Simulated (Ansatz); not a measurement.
## A computed series for BaTiO3: response to strain

Consider BaTiO3 in the cubic perovskite structure (space group Pm-3m, No. 221).

```
BaTiO3
1.0
    3.96988     0.00000     0.00000
    0.00000     3.96988     0.00000
    0.00000     0.00000     3.96988
Ba Ti O
1 1 3
Direct
  0.00000   0.00000   0.00000
  0.50000   0.50000   0.50000
  0.50000   0.00000   0.50000
  0.00000   0.50000   0.50000
  0.50000   0.50000   0.00000
```

Strains are applied to the cell and any free atomic positions relax.

All numbers come from PBEsol (Ansatz, a program for electronic structure; PAW; 420 eV plane waves; scalar-relativistic without spin-orbit coupling).

Notes on the quantities. energy relative to the base: free energy F.

| isotropic strain (%) | energy relative to the base (meV/atom) |
|---|---|
| -3 | 63.3 |
| -2.4 | 39.6 |
| -1.8 | ? |
| -1.2 | 9.4 |
| -0.6 | 2.3 |
| 0 | 0.0 |

Q: Fit ΔE = Aε² + Bε³ (ε in %) to the rows shown and predict the withheld row.

A: Least squares on the printed values gives A = 6.22 and B = -0.27 meV/atom (largest residual 0.0 meV/atom); this predicts 21.7 meV/atom, and the run gives 21.8 meV/atom, in agreement.

Whether these cells are dynamically stable was not tested. The final runs are not spin-polarised. Many cubic perovskites are stable only at high temperature; tilts and polar distortions were not tested. This is not the structure that BaTiO3 has at room temperature and ambient pressure.
